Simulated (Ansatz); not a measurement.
We consider SnGe (model structure, started from the WC type, P-6m2, No. 187, 2 atoms in the cell), described by PBEsol in Ansatz (PAW).

Numerical settings: plane-wave cutoff 520 eV, 18×18×16 k mesh (along the axes of the cell as run), Fermi–Dirac smearing 0.05 eV, scalar-relativistic PAW data made under PBE.

Cell (relaxed at this level):

```
SnGe
1.0
    3.86754     0.00000     0.00000
   -1.93377     3.34939     0.00000
    0.00000     0.00000     3.65236
Sn Ge
1 1
Direct
  0.00000   0.00000   0.00000
  0.66667   0.33333   0.50000
```

Problem. Predict the bulk modulus.

Solution. 
* **bulk modulus**: 53.7 GPa

The run finds no gap.

Note: the bulk modulus is −V dP/dV from two relaxed cells at ±2 % in volume; the relaxation could raise the start's symmetry but not lower it, so the cell can be a saddle point.

Spin–orbit coupling is not included; it can open a gap where bands touch, and shift volumes and moduli.

A model structure was made by putting elements into a prototype or built by hand; it is no filed structure, need not be a known phase, and can be a saddle point held by its symmetry.

Ansatz is a program for electronic structure.
